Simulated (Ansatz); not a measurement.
Interstitial H in 4H silicon carbide, relaxed from 3 sites or starts (bond centre of Si(k) and C(h), 1.89 Å; void with 3C3Si nearest; bound to C(k), open side); at each charge the lowest end counts.

Method: PBE, PAW (plane waves to 420 eV; Ansatz, a first-principles code). Cell and caveats: 96-site cell; 2×2×2 shifted k-points; host gap 2.23 eV; charged states image-corrected; energies good to tenths of an eV; flagged in the runs: for some of the defects a host whose relaxation on this sampling wasn't shown to rest.

```tsv
charge	neighbours at the lowest end (Å)	corrected energy + q E_VBM, against the first (eV)
+1	C 1.12, Si 1.88, Si 1.92, C 2.15, Si 2.17, C 2.19, Si 2.54	0.00
0	Si 1.92, Si 1.92, Si 1.92, C 2.14, C 2.14, C 2.14	1.69
−1	Si 1.80, Si 1.83, Si 1.83, Si 1.83	2.38
```

Charges from +1 to −1 were run. The lines E(q) + q E_F give the stable charge, which changes above the valence-band maximum at (+1/−1) at 1.19 eV. A charge is skipped: negative-U behaviour.
